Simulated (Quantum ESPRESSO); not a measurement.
Worked example: self-consistent single point of Co2As (P-6m2, 3 atoms in the cell) in Quantum ESPRESSO.

Method of the run: LDA (PZ), PSlibrary PAW (LDA) pseudopotentials (plane waves; Quantum ESPRESSO).

```
Co2As
1.0
    3.84943     0.00000     0.00000
   -1.92471     3.33370     0.00000
    0.00000     0.00000     2.71385
Co As
2 1
Direct
  0.66667   0.33333   0.00000
  0.33333   0.66667   0.50000
  0.00000   0.00000   0.50000
```
Moments meant for the start (each program seeds them in its own way; μB, in the order of the atoms Co Co As): 3.0 3.0 0.0.

Reference input (self-consistent single point, DFT, PBEsol, plane waves, PSlibrary PAW (PBE) pseudopotentials): ecutwfc = 50 Ry; ecutrho = 300 Ry; occupations = smearing; smearing = fermi-dirac; degauss = 0.0073499 Ry; nspin = 2; input_dft = pbesol; potentials = {Co: Co.pbe-n-kjpaw_psl.1.0.0.UPF, As: As.pbe-n-kjpaw_psl.1.0.0.UPF}; K_POINTS = automatic 7 7 8 0 0 0; conv_thr = 1e-09 Ry; mixing_beta = 0.2. This run's input differs from it in these lines:

```diff
@@ -12,4 +12,4 @@
  ntyp = 2
- ecutwfc = 50
- ecutrho = 300
+ ecutwfc = 55
+ ecutrho = 330
  occupations = 'smearing'
@@ -19,3 +19,2 @@
  starting_magnetization(1) = 0.333
- input_dft = 'pbesol'
 /
@@ -26,4 +25,4 @@
 ATOMIC_SPECIES
-Co    58.9332  Co.pbe-n-kjpaw_psl.1.0.0.UPF
-As    74.9216  As.pbe-n-kjpaw_psl.1.0.0.UPF
+Co    58.9332  Co.pz-n-kjpaw_psl.1.0.0.UPF
+As    74.9216  As.pz-n-kjpaw_psl.1.0.0.UPF
 CELL_PARAMETERS {angstrom}
```

Log, with long lists cut:

```
     Self-consistent Calculation

     iteration #  1     ecut=    55.00 Ry     beta= 0.20

     total energy              =    -484.39545840 Ry
     estimated scf accuracy    <       0.47290740 Ry

     total magnetization       =     2.34 Bohr mag/cell
     absolute magnetization    =     2.44 Bohr mag/cell

     iteration #  2     ecut=    55.00 Ry     beta= 0.20

     total energy              =    -484.43740747 Ry
     estimated scf accuracy    <       0.52529819 Ry

     total magnetization       =     2.47 Bohr mag/cell
     absolute magnetization    =     2.60 Bohr mag/cell

     iteration #  3     ecut=    55.00 Ry     beta= 0.20

   [... lines left out ...]

   [... 16 blocks of this kind left out ...]

     iteration # 20     ecut=    55.00 Ry     beta= 0.20

     total energy              =    -484.53797517 Ry
     estimated scf accuracy    <          2.1E-09 Ry

     total magnetization       =     1.32 Bohr mag/cell
     absolute magnetization    =     1.42 Bohr mag/cell

     iteration # 21     ecut=    55.00 Ry     beta= 0.20

     Magnetic moment per site  (integrated on atomic sphere of radius R)
     atom   1 (R=0.238)  charge=  7.0669  magn=  0.8272
     atom   2 (R=0.238)  charge=  7.1829  magn=  0.5180
     atom   3 (R=0.238)  charge=  2.1946  magn= -0.0074
     End of self-consistent calculation

     the Fermi energy is    13.8980 ev

!    total energy              =    -484.53797518 Ry
     estimated scf accuracy    <          3.1E-10 Ry
     smearing contrib. (-TS)   =      -0.00955519 Ry
     internal energy E=F+TS    =    -484.52841998 Ry

     total magnetization       =     1.32 Bohr mag/cell
     absolute magnetization    =     1.42 Bohr mag/cell

     convergence has been achieved in  21 iterations

     Forces acting on atoms (cartesian axes, Ry/au):

     atom    1 type  1   force =     0.00000000    0.00000000    0.00000000
   [... zero for the other atoms too ...]

     Total force =     0.000000     Total SCF correction =     0.000000

          total   stress  (Ry/bohr**3)                   (kbar)     P=      -36.25
  -0.00023080  -0.00000000   0.00000000          -33.95       -0.00        0.00
  -0.00000000  -0.00023080   0.00000000           -0.00      -33.95        0.00
   0.00000000   0.00000000  -0.00027768            0.00        0.00      -40.85

   JOB DONE.
```

The run converged in 21 iterations. Against the reference run the pressure goes from 2.36 to -3.63 GPa and the size of the net moment goes from 0.50 to 0.44 μB/atom.

The starting cell comes from a database of computed structures (which also holds hypothetical and non-ambient phases and stackings), without a prior relaxation at this level. Its lattice was rescaled by a random factor within 2.5 % of one. The magnetic order is the one reached from the typed start; others were not searched systematically. With a pressure of about -4 GPa the cell is away from its equilibrium volume at this level.

Cost on one core of a shared machine: roughly 70 s.
